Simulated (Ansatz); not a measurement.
Base system: YN in the rock salt structure (space group Fm-3m, No. 225; a = 4.906 Å).

Method: DFT with PBE, PAW potentials and a 420 eV plane-wave cutoff in Ansatz (a program for electronic structure), without spin-orbit coupling.

Modification: every lattice vector is stretched by 1.00 %, atoms relaxed at fixed cell.

Problem. What happens to the energy relative to the base and mean gap deformation potential ΔEg/Δln V?

Solution. The energy goes up by 6.4 meV/atom; the mean gap deformation potential ΔEg/Δln V comes out as +1.6 eV.

The cells carry an imposed strain or load. No phonon test of stability was made.
